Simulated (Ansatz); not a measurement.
InSe (P-6m2, No. 187; cell taken from a computed entry), treated with r²SCAN+rVV10 (plane waves, PAW; Ansatz, an electronic-structure program).

Run with plane-wave cutoff 500 eV, 12×12×4 k mesh (along the axes of the cell as run), Fermi–Dirac smearing 0.05 eV, scalar-relativistic PAW data made under PBE.

Cell (relaxed at this level):

Space group P-6m2 (No. 187); a = 4.019 Å, b = 4.019 Å, c = 16.840 Å, α = 90.00°, β = 90.00°, γ = 120.00°

```json
[
 {"atom": "In", "site": "2g", "symmetry": "3m.", "x": "0.0000", "y": "0.0000", "z": "0.4173"},
 {"atom": "In", "site": "2h", "symmetry": "3m.", "x": "0.3333", "y": "0.6667", "z": "0.0827"},
 {"atom": "Se", "site": "2i", "symmetry": "3m.", "x": "0.6667", "y": "0.3333", "z": "0.1580"},
 {"atom": "Se", "site": "2h", "symmetry": "3m.", "x": "0.3333", "y": "0.6667", "z": "0.3421"}
]
```

**Question.** What does this level give for the band gap?

**Answer.** 
* **band gap**: 0.80 eV (on the SCF k mesh)

Note: the relaxation could not lower the start's symmetry, so the cell can be a saddle point above a distorted one.

Spin–orbit coupling is not included.
